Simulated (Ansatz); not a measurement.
Pb_Si+V_C in 4H silicon carbide (the name describes the start): one set of geometries, relaxed with PBE, evaluated in Ansatz (PAW, plane waves to 420 eV, 500 eV under r2SCAN) with PBE, r2SCAN.

Set-up: 96-site cell; 2×2×2 shifted k-points; start: the Si(k) site; C(k) 1.90 Å away, along c; charged states image-corrected; no spin–orbit coupling; energies good to tenths of an eV; relaxed from one start, so a lower configuration may exist; flagged in the runs: a host whose relaxation on this sampling wasn't shown to rest.

| quantity | PBE | r2SCAN |
|---|---|---|
| host gap (eV) | 2.23 | ___ |
| ε(+2/+1) above the VBM (eV) | 1.06 | not settled |
| ε(+1/0) above the VBM (eV) | 1.31 | not settled |
| ε(0/−1) above the VBM (eV) | 1.92 | not settled |
| largest moment on one atom at charge −1 (μB) | 0.08 | ___ |

Task: Given the lower rungs, what does r2SCAN give?

Result: 
- host gap (eV), r2SCAN: 2.59
- largest moment on one atom at charge −1 (μB), r2SCAN: 0.09

Ansatz is a first-principles code.
